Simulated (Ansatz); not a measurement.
The parent structure is CoSn (space group P6/mmm, No. 191; a = 5.242 Å, c = 4.188 Å; non-magnetic). Axes: x lies along a and z along c of the hexagonal cell.

All numbers come from Kohn–Sham DFT with the r2SCAN functional, run in Ansatz (a quantum-chemistry and plane-wave program) with PAW and 500 eV plane waves, scalar-relativistic without spin-orbit coupling.

For the base:

- Shortest interatomic distance: 2.583 Å

Perturbation: uniaxial stress, 8 GPa compression along x, with the cell and atoms free to relax against it.

Q: What happens to the shortest interatomic distance?

A: The shortest interatomic distance decreases by 0.0558 Å, from 2.583 Å to 2.528 Å.

Q: Predict the new energy relative to the base.

A: The energy rises by 14 meV/atom.

Without a gap, meshes like the base's 10×10×11 leave anisotropic stresses uncertain by several tenths of a GPa, and small strain energies with them. Load acts through the strain it causes; cell and atoms are relaxed under it. Beyond what the load breaks, stability against distortions was not tested. Starting moments died away, wholly or in part, for the base; another magnetic solution may exist. The final runs are not spin-polarised.
